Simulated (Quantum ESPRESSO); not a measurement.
Relaxation of the atoms of HfSiO4 (I4_1/amd, 12 atoms in the cell) at several settings

```yaml
crystal:
  lattice:
    - [3.32257, -3.32257, 3.02400]
    - [3.32257, 3.32257, 3.02400]
    - [-3.32257, -3.32257, 3.02400]
  atoms:
    - { symbol: Hf, position: [0.00000, 0.00000, 0.00000] }
    - { symbol: Hf, position: [0.50000, 0.25000, 0.75000] }
    - { symbol: Si, position: [0.50000, 0.75000, 0.25000] }
    - { symbol: Si, position: [0.00000, 0.50000, 0.50000] }
    - { symbol: O, position: [0.18511, 0.31920, 0.13409] }
    - { symbol: O, position: [0.31489, 0.75431, 0.06920] }
    - { symbol: O, position: [0.81489, 0.31920, 0.50431] }
    - { symbol: O, position: [0.68511, 0.38409, 0.06920] }
    - { symbol: O, position: [0.31489, 0.93080, 0.61591] }
    - { symbol: O, position: [0.81489, 0.86591, 0.68080] }
    - { symbol: O, position: [0.68511, 0.93080, 0.24569] }
    - { symbol: O, position: [0.18511, 0.49569, 0.68080] }
```

Base: LDA (PZ), GBRV 1.5 ultrasoft (LDA) pseudopotentials in Quantum ESPRESSO. Its settings: ecutwfc = 40 Ry; ecutrho = 320 Ry; occupations = smearing; smearing = gauss; degauss = 0.0036749 Ry; potentials = {Hf: hf_lda_v1.uspp.F.UPF, Si: si_lda_v1.uspp.F.UPF, O: o_lda_v1.2.uspp.F.UPF}; K_POINTS = automatic 3 3 3 0 0 0; conv_thr = 1e-11 Ry; mixing_beta = 0.4. Starting volume 11.13 Å³ per atom.

Each line gives the change from the base single point and the result:

- atoms moved at random; calculation: scf → relax; tprnfor: true → default; tstress: true → default; conv_thr: 1e-11 Ry → 7.3e-05 Ry; forc_conv_thr: default → 0.0012 Ry/bohr: largest force (vector length) 0.033 eV/Å; relaxation steps 10; free energy against the base single point -1.2 meV/atom.
- atoms moved at random; calculation: scf → relax; tprnfor: true → default; tstress: true → default; forc_conv_thr: default → 0.0012 Ry/bohr: largest force (vector length) 0.030 eV/Å; relaxation steps 10; free energy against the base single point -1.2 meV/atom.
- calculation: scf → relax; tprnfor: true → default; tstress: true → default: largest force (vector length) 0.014 eV/Å; relaxation steps 4; free energy against the base single point -1.2 meV/atom.

The starting cell comes from a database of computed structures (which also holds hypothetical and non-ambient phases and stackings), without a prior relaxation at this level. Its lattice was rescaled by a random factor within 2.5 % of one.
